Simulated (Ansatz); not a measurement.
CdO, pressure series

Start from CdO in the rock salt structure (space group Fm-3m, No. 225).

```yaml
crystal:
  lattice:
    - [0.00000, 2.34512, 2.34512]
    - [2.34512, 0.00000, 2.34512]
    - [2.34512, 2.34512, 0.00000]
  atoms:
    - { symbol: O, position: [0.00000, 0.00000, 0.00000] }
    - { symbol: Cd, position: [0.50000, 0.50000, 0.50000] }
```

Cell and atoms are relaxed at each pressure.

Method: Ansatz (an electronic-structure program), PBEsol, PAW, cutoff 420 eV, no spin-orbit coupling.

```tsv
P (GPa)	V (Å³/atom)
-2.00	13.082
-1.00	12.988
1.80	12.743
4.20	12.553
9.00	12.214
18.00	11.693
30.00	11.148
45.00	10.616
60.00	10.192
```

A third-order Birch–Murnaghan fit to these points gives V₀ = 12.90 Å³/atom, B₀ = 146 GPa and B₀′ = 4.7. At pressure 60 GPa the volume is 79.0 % of V₀.

Measured bulk modulus of CdO: 147 GPa (temperature not stated; as listed in Priya Gopal et al., Physical Review B (2015)); the computed value is for a static lattice, so the two differ by thermal effects too.

A case with no gap was solved on a k-mesh chosen for an insulator, which is coarse for it. Load acts through the strain it causes; cell and atoms are relaxed under it. No phonon test of stability was made. No other phases were tried under pressure. All final runs are without spin polarisation.
